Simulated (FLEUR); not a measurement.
Worked example: self-consistent single point of SrMg5 (P-6m2, 6 atoms in the cell) in FLEUR.

Method: FLEUR with PBEsol, all-electron FLAPW (FLEUR), scalar-relativistic valence.

The change in words: lattice scaled by 0.98. Reference geometry:
```
CELL_PARAMETERS angstrom
      3.52198     0.00000     0.00000
     -1.76099     3.05012     0.00000
      0.00000     0.00000    15.37719
ATOMIC_POSITIONS crystal
  Sr 0.66667 0.33333 0.00000
  Mg 0.00000 0.00000 0.80719
  Mg 0.00000 0.00000 0.19281
  Mg 0.66667 0.33333 0.65411
  Mg 0.66667 0.33333 0.34589
  Mg 0.00000 0.00000 0.50000
```

Reference input (self-consistent single point, DFT, PBEsol, all-electron FLAPW (FLEUR), scalar-relativistic valence): Kmax = 3.8 1/bohr; GmaxXC = 11.4 1/bohr; xcFunctional = PBEs; jspins = 1; l_soc = F; mode = gauss; fermiSmearingEnergy = 0.00499791 Htr; mesh (inpgen div1-3) = 7 7 2; inpgen gamma flag = true; Gmax = 11.4 1/bohr; numbands = 0; maxIterBroyd = 40. This run's input differs from it in these lines:

```diff
@@ -3,5 +3,5 @@
 &input film=f /
-3.5219799125 0.0000000203 0.0000000000
--1.7609899738 3.0501240657 0.0000000000
-0.0000000000 0.0000000000 15.3771900000
+3.4515403913 -0.0000000908 0.0000000000
+-1.7257701170 2.9891217065 0.0000000000
+0.0000000000 0.0000000000 15.0696460000
 1.8897261246
@@ -48,5 +48,5 @@
          <bravaisMatrix>
-            <row-1>    6.6555774509676713     0.0000000383614403     0.0000000000000000</row-1>
-            <row-2>   -3.3277887586485297     5.7638991302244564     0.0000000000000000</row-2>
-            <row-3>    0.0000000000000000     0.0000000000000000    29.0586776659378749</row-3>
+            <row-1>    6.5224660475517160    -0.0000001715871321     0.0000000000000000</row-1>
+            <row-2>   -3.2612328751488984     5.6486213783819839     0.0000000000000000</row-2>
+            <row-3>    0.0000000000000000     0.0000000000000000    28.4775037346738920</row-3>
          </bravaisMatrix>
```

Log, with long lists cut:

```
 Iteration:     1   Distance:       2.48160972 me/bohr^3
 Iteration:     2   Distance:       2.32550499 me/bohr^3
 Iteration:     3   Distance:       2.07706660 me/bohr^3
 Iteration:     4   Distance:       1.06195950 me/bohr^3
 Iteration:     5   Distance:       0.46788388 me/bohr^3
   [... 9 lines left out ...]
 Iteration:    15   Distance:       0.00011491 me/bohr^3
 Iteration:    16   Distance:       0.00001464 me/bohr^3
 Iteration:    17   Distance:       0.00001044 me/bohr^3
 Iteration:    18   Distance:       0.00000200 me/bohr^3
 Reset of history
 Run finished successfully
 Stop message:
   Structural relaxation: new displacements generated

[file out, last iteration]
             iter=     19
[...]
          total density-effective poten   -6.6753878331E+03
          total charge density-energy d   -1.8329268016E+02
 Updated energy parameters for spin:           1
[...]
 fermi energy and band-weighting factors:

[...]
FERMIE:
          first approx. to ef    (T=0)  :   0.147539 htr   (energy of the highest occ. eigenvalue)
          number of occ. states  (T=0)  :        483
          first approx. to seigv (T=0)  : -73.545683 htr
          sum of weights of occ. states :  30.010204
          sum of semicore charge        :   0.000000 e
          fermi energy=   0.14867 har   work function=  -4.04547 ev
          number of valence electrons=  60.00000
   [... lines left out ...]
          total moment                 =     0.00000
 Direct bandgap for spin            1 :    8.1098072356161899E-003  Htr
 ---->    free energy=                     -4177.4271883700 htr
   [... lines left out ...]
 TOTAL FORCE FOR ATOM TYPE=  2  X=  0.000   Y=  0.000   Z= -5.491
                       FX_TOT= 0.000000 FY_TOT= 0.000000 FZ_TOT= 0.004264
 TOTAL FORCE FOR ATOM TYPE=  3  X= -3.261   Y=  1.883   Z= -9.850
                       FX_TOT= 0.000000 FY_TOT= 0.000000 FZ_TOT=-0.002511
 TOTAL FORCE FOR ATOM TYPE=  4  X=  0.000   Y=  0.000   Z= 14.239
                       FX_TOT= 0.000000 FY_TOT= 0.000000 FZ_TOT= 0.000000
```

The run converged in 18 iterations. FLEUR gives forces in its relaxation mode, with a further iteration, so its stop message speaks of a relaxation. Against the reference run the total energy goes up by 2.6 meV/atom.

The starting cell comes from a database of computed structures (which also holds hypothetical and non-ambient phases and stackings), without a prior relaxation at this level. For this run, on top of that: lattice scaled by 0.98. Values depend on the basis (sphere radii, cutoffs, local orbitals), which need not be converged. The log's line on a gap gives a spacing of levels on this mesh, which the program prints for metals too.

Cost on one core of a shared machine: roughly 4 min.
